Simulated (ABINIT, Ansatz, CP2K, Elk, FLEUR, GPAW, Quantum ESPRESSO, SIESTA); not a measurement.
**Code comparison for BiN (P1, 4 atoms in the cell)**

Self-consistent single point, at a second geometry (lattice scaled by 0.98). First geometry:

```
CELL_PARAMETERS angstrom
      3.61375     0.00000     0.00000
      0.34592     3.64429     0.00000
      0.07680    -0.00192     5.31776
ATOMIC_POSITIONS crystal
  Bi 0.64966 0.90401 0.96119
  Bi 0.10100 0.35162 0.45974
  N  0.69303 0.94959 0.54568
  N  0.06529 0.29865 0.04431
```

Shared settings, as Ansatz (a first-principles code) writes them: kpoints.mp_grid.grid = 5 5 3; scf.occupations.method = fermi_dirac; scf.occupations.width = 0.05 eV. Potentials and cutoffs stand in the table.

```
code                                                                                                                                 model  ΔF from the first geometry (meV/atom)  pressure (GPa)  largest force (eV/Å)  gap on the mesh (eV)           cutoff
----------------  ------------------------------------------------------------------------------------------------------------------------  -------------------------------------  --------------  --------------------  --------------------  ---------------
Quantum ESPRESSO                                                    LDA (PW92), PseudoDojo standard norm-conserving (LDA) pseudopotentials                                   30.1            9.17                 0.881                 1.183            85 Ry
SIESTA            LDA PW92, numerical atomic orbitals DZP, PseudoDojo LDA standard norm-conserving potentials (rewritten from UPF to PSML)                                   63.6           14.96                 1.717                 1.160      grid 400 Ry
GPAW                                                                         LDA (Perdew-Wang 92), GPAW PAW datasets LDA (gpaw-data 1.0.1)                                   26.2               –                 0.753                 1.164           900 eV
FLEUR                                                         LDA (Perdew-Zunger), all-electron FLAPW (FLEUR), scalar-relativistic valence                                   32.3               –                 0.891                 1.182  Kmax 4.4 1/bohr
ABINIT                                                                                                  LDA (PW92), PAW (JTH v2.0 LDA PAW)                                   29.2            8.37                 0.831                 1.188            52 Ry
CP2K                                                  LDA (Pade form), GPW, DZVP-MOLOPT-SR-GTH basis, GTH-PADE potentials (GTH_POTENTIALS)                                   48.6           12.22                 1.083                 1.058      grid 400 Ry
Ansatz                                                                                                 LDA (PW92), PAW files made with PBE                                   30.9            9.08                 0.868                 1.184          default
Elk                                                    LDA (PW92), all-electron FP-LAPW, Elk's shipped species files, default APW+lo basis                                   35.1               –                     –                 1.173         rgkmax 7
```

For ABINIT (by 0.6 GPa) the energy change implies a higher mean pressure, against the two pressures, than for the other programs: a sign of finite-basis (Pulay) stress.

Size of the force on each atom (eV/Å): Sizes of forces hide their directions.

```tsv
code	Bi1	Bi2	N3	N4
Quantum ESPRESSO	0.881	0.880	0.624	0.607
SIESTA	1.710	1.717	1.311	1.285
GPAW	0.753	0.748	0.492	0.479
FLEUR	0.891	0.889	0.623	0.607
ABINIT	0.831	0.826	0.567	0.554
CP2K	1.083	1.078	0.801	0.791
Ansatz	0.868	0.866	0.607	0.591
```

A dash marks a value that a program does not give, or that is left out as unsure.

Gaps are read on the mesh.

On Ansatz's run: spin-orbit coupling is off.

The spread over the programs that give each value: ΔF from the first geometry within 37.4 meV/atom; pressure within 6.59 GPa; largest force within 0.964 eV/Å; gap on the mesh within 0.130 eV.

SIESTA and CP2K use small atom-centred bases, whose incompleteness enters pressures, forces and empty levels differently from a plane-wave cutoff. FLEUR and Elk treat all electrons, but the usual bases taken here (sphere radii, linearisation, local orbitals, empty states) were not tested for convergence, so the values are no reference for the others. Ansatz's pressure is given at a fixed set of plane waves, as the other plane-wave codes print theirs; with its correction for the finite basis it is 9.31 GPa (the shift of 0.23 GPa shows how far the cutoff is from converged). The pressure of GPAW is left out: its cutoff lies under the one at which its stress was checked. In the pressure, SIESTA (by 5.88) and CP2K (by 3.15) lie more than 1 GPa from the median of the plane-wave programs. In the gap, CP2K (by 0.125) lies more than 0.12 eV from the median of the plane-wave programs. In the force vectors, SIESTA (by 0.875), GPAW (by 0.100) and CP2K (by 0.238) lie more than 0.08 eV/Å from the median of the plane-wave programs.

The starting cell comes from a database of computed structures (which also holds hypothetical and non-ambient phases and stackings), without a prior relaxation at this level. Its lattice was rescaled by a random factor within 2.5 % of one. For this run, on top of that: lattice scaled by 0.98.

Keys are those of Ansatz 0.2.
